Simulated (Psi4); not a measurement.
Psi4 1.11, unrestricted B3LYP/def2-svpd: [CH2][Si]C, charge 0, multiplicity 2, 8 atoms. The geometry is a generated start, not checked to be a minimum at this level.

- task: energy
- method: b3lyp
- basis: def2-svpd
- memory: 3 GB
- maxiter: 100
- keys of the molecule block: symmetry c1
- scf_type: df (default)
- guess: auto, which took SAD (default)
- scf_initial_accelerator: adiis (default)
- e_convergence: 1e-06 (default)
- d_convergence: 1e-06 (default)
- dft_radial_points: 75 (default)
- dft_spherical_points: 302 (default)
- basis functions: 104
- grid points: 174408

```xyz
8

C      1.7272    -0.2917     0.1047
Si     0.1568    -0.2631     0.9477
C     -1.3884     0.1176    -0.1178
H      2.5844    -0.7391     0.5886
H      2.0003     0.5630    -0.5024
H     -1.4350     1.1861    -0.3201
H     -1.3298    -0.4031    -1.0713
H     -2.3156    -0.1697     0.3706
```

Charge 0 and multiplicity 2 are set for this test and not shown to be the ground state.

One run each on 2 threads. Values of diis_max_vecs tried: 3, 6, 10 (default), 20.

Problem. Which value of diis_max_vecs needs the fewest SCF iterations, and what happens away from it?

Solution. Fewest SCF iterations, within one of each other: 6 with 14, 10 (default) with 13, 20 with 13. The count rises to 28 at 3. All converge to one solution.

| diis_max_vecs | SCF iterations | end |
|---|---|---|
| 3 | 28 | same solution |
| 6 | 14 | same solution |
| 10 (default) | 13 | same solution |
| 20 | 13 | same solution |
